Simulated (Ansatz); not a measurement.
Ag3SI: carrier doping

The reference is Ag3SI in the anti-perovskite structure (space group Pm-3m, No. 221; a = 4.8687 Å).

Carriers are added at fixed cell with a uniform background; the Fermi–Dirac width is that of 300 K.

All numbers come from DFT with PBEsol, PAW potentials and a 420 eV plane-wave cutoff in Ansatz (a quantum-chemistry and plane-wave program), without spin-orbit coupling.

Candidates:
(a) electrons 1.0×10^22 cm⁻³
(b) holes 3.0×10^21 cm⁻³
(c) holes 1.0×10^22 cm⁻³

Notes on the quantities. Fermi level from band edge: Fermi level relative to the doped band's edge (positive inside the band; to 0.05 eV).

### Question
Order them by Fermi level from band edge, highest first.

### Answer
(a) electrons 1.0×10^22 cm⁻³ (+1.45 eV), (c) holes 1.0×10^22 cm⁻³ (+0.40 eV), (b) holes 3.0×10^21 cm⁻³ (+0.25 eV)

Charged cell with a jellium background: band edges are those of the host's band count, energies are not comparable with the neutral cell, and many-body gap narrowing is missing. No phonon test of stability was made.
